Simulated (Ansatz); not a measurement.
Base system: Rb2InAgF6 (space group Fm-3m, No. 225; a = 8.9166 Å; a cell from a computed database, its experimental status unchecked). Axes: x, y, z lie along the cube axes.

Method: plane-wave PAW DFT at the r2SCAN level (Ansatz, a quantum-chemistry and plane-wave program, 500 eV), without spin-orbit coupling.

It is then changed as follows: every lattice vector is shortened by 2.65 %, atoms relaxed at fixed cell.

Predict the stress tensor and what it implies for the stiffness.

Stress of the strained cell less that of the base (GPa, compression positive):
```
   5.14    0.00    0.00
   0.00    5.14    0.00
   0.00    0.00    5.14
```

Then B = −ΔP/(ΔV/V₀) with ΔV/V₀ = -0.0774 gives secant stiffness values (nonlinear terms included at this strain): B ≈ 66 GPa.

As a check, the harmonic strain energy −½ V₀ Δσ:ε is 23 meV/atom; the computed energy rise is 20 meV/atom.

Stability against distortions was not tested.
